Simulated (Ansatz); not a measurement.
**TiB2 under a change: isotropic strain +4.57 %**

Base system: TiB₂ (space group P6/mmm, No. 191; a = 3.032 Å, c = 3.224 Å).

Modification: the cell is scaled by 1.0457 in all directions; the atoms relax in the strained cell.

Calculations: PBE, PAW, 420 eV (Ansatz, a quantum-chemistry and plane-wave program; without spin-orbit coupling). Γ-centred 18×18×14 mesh, Fermi–Dirac width 0.05 eV.

| quantity | base | changed | shift |
|---|---|---|---|
| volume per atom | 8.56 Å³ | 9.78 Å³ | +1.228 Å³ |
| shortest interatomic distance | 1.751 Å | 1.831 Å | +0.080 Å |
| energy relative to the base (free energy F) | 0 meV/atom | +113 meV/atom | +113 meV/atom |
| pressure (mean of the normal stresses, compression positive) | 0.0 GPa | -26.4 GPa | -26.4 GPa |
| band gap | zero | zero | – |

Final structure:

```yaml
crystal:
  lattice:
    - [3.17055, 0.00000, 0.00000]
    - [-1.58527, 2.74578, 0.00000]
    - [0.00000, 0.00000, 3.37170]
  atoms:
    - { symbol: Ti, position: [0.00000, 0.00000, 0.00000] }
    - { symbol: B, position: [0.33333, 0.66667, 0.50000] }
    - { symbol: B, position: [0.66667, 0.33333, 0.50000] }
```

Stability against distortions was not tested. All final runs are without spin polarisation.
